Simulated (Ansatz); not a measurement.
# A computed series for Al: response to strain

Start from Al in the fcc (Cu type) structure (space group Fm-3m, No. 225; relaxed with 0.1 eV smearing).

```xyz
1
Lattice="0.0000 1.9919 1.9919 1.9919 0.0000 1.9919 1.9919 1.9919 0.0000" Properties=species:S:1:pos:R:3 pbc="T T T"
Al     0.0000     0.0000     0.0000
```

Cartesian axes are those of the cell as printed.

Strains are applied to the cell and any free atomic positions relax.

Calculations: LDA (Ansatz, a quantum-chemistry and plane-wave program, PAW, no SOC).

Notes on the quantities. pressure: mean of the normal stresses, compression positive; energy relative to the base: free energy F.

```csv
case,pressure,energy relative to the base,volume per atom
base,0.0 GPa,0 meV/atom,15.81 Å³
uniaxial strain ε_zz = −3.00 %,2.8 GPa,+5.7 meV/atom,15.33 Å³
uniaxial strain ε_zz = −2.50 %,2.3 GPa,+3.8 meV/atom,15.41 Å³
uniaxial strain ε_zz = −2.00 %,…,+2.4 meV/atom,15.49 Å³
uniaxial strain ε_zz = −1.50 %,1.3 GPa,…,15.57 Å³
uniaxial strain ε_zz = −1.00 %,0.9 GPa,…,15.65 Å³
uniaxial strain ε_zz = +0.50 %,-0.4 GPa,+0.1 meV/atom,15.89 Å³
uniaxial strain ε_zz = +1.50 %,-1.2 GPa,+1.2 meV/atom,16.04 Å³
uniaxial strain ε_zz = +2.50 %,-1.9 GPa,+3.3 meV/atom,16.20 Å³
uniaxial strain ε_zz = +3.00 %,-2.3 GPa,…,16.28 Å³
```

**Question.** Some entries are withheld; estimate them.

**Answer.** 
- uniaxial strain ε_zz = −2.00 %, pressure: 1.8 GPa
- uniaxial strain ε_zz = −1.50 %, energy relative to the base: +1.3 meV/atom
- uniaxial strain ε_zz = −1.00 %, energy relative to the base: +0.6 meV/atom
- uniaxial strain ε_zz = +3.00 %, energy relative to the base: +4.7 meV/atom

No phonon test of stability was made.
